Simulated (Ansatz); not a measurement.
We consider Ta2O5 (within 0.1 Å of C2/m, No. 12, 7 atoms in the cell; start mp-1179062), described by HSE06+SOC in Ansatz (plane waves, PAW).

Settings: plane-wave cutoff 460 eV, 6×6×6 k mesh, Fermi–Dirac smearing 0.01 eV, PAW data made under PBE.

Cell (relaxed with PBEsol):

Space group C2/m (No. 12); a = 8.558 Å, b = 6.702 Å, c = 5.820 Å, α = 90.00°, β = 131.30°, γ = 90.00°

```tsv
atom	site	symmetry	x	y	z
Ta	4i	m	0.2191	0.0000	0.1194
O	2d	2/m	0.0000	0.5000	0.5000
O	4e	-1	0.2500	0.2500	0.0000
O	4i	m	0.0903	0.0000	0.2787
```
(The calculation used a cell of 7 atoms; values per cell refer to that cell.)

Give the computed band gap, smallest direct gap on the k points sampled and Γ–Γ gap.


- band gap = 4.72 eV (on the SCF k mesh) (indirect)
- smallest direct gap on the k points sampled = 4.89 eV
- Γ–Γ gap = 5.02 eV

Note: cell and atoms aren't relaxed at this level (largest force component 0.27 eV/Å, pressure -1.0 GPa).

The computed numbers hold no vibrational or temperature effects.

The result took about 90 core-minutes (a rough figure).

A start named mp-… is a Materials Project structure, which need not be a measured phase.

Ansatz is a first-principles code.
